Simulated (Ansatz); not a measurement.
## What isotropic strain −2.41 % does to Mo

Take Mo in the bcc (W type) structure (space group Im-3m, No. 229; a = 3.1607 Å) as the base.

The change: every lattice vector is shortened by 2.41 %; the atoms relax in the strained cell.

Calculations: Ansatz (a program for electronic structure) PBE, without spin-orbit coupling. Γ-centred 21×21×21 mesh, Fermi–Dirac width 0.05 eV.

The space group remains Im-3m (No. 229) and the energy rises by 72 meV/atom. The pressure goes from zero to 22.2 GPa and the band gap stays zero.

No phonon test of stability was made. All final runs are without spin polarisation.
